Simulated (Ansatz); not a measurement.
Where the default PAW files enter, the runs use the earlier of Ansatz's two default sets.

```
TiO2
1.0
    5.24233     0.00000     0.00000
    2.62117     4.71136     0.00000
    2.62117     0.00000     2.62117
Ti O
2 4
Direct
  0.00000   0.00000   0.00000
  0.75000   0.50000   0.50000
  0.95715   0.08570   0.50000
  0.20715   0.58570   0.00000
  0.79285   0.41430   0.00000
  0.54285   0.91430   0.50000
```

Space group of this cell: I4_1/amd, anatase. The cell is strained (all lengths scaled by 0.98); by r2SCAN its mean pressure is 14.2 GPa.

Transport runs along the normal of the first two printed cell vectors, the (110) plane of the conventional cell.

The gap is the functional's own, uncorrected, and κ follows it; spin-orbit coupling is left out. Mid-gap values are interpolated between the computed energies.

**Question.** Estimate the band gap and the smallest decay constant κ at mid-gap that r2SCAN in Ansatz (a program for electronic structure) returns for this system.

**Answer.** Gap 2.69 eV on a 12×12×12 mesh; κ = 0.280 1/Å, at the zone centre.
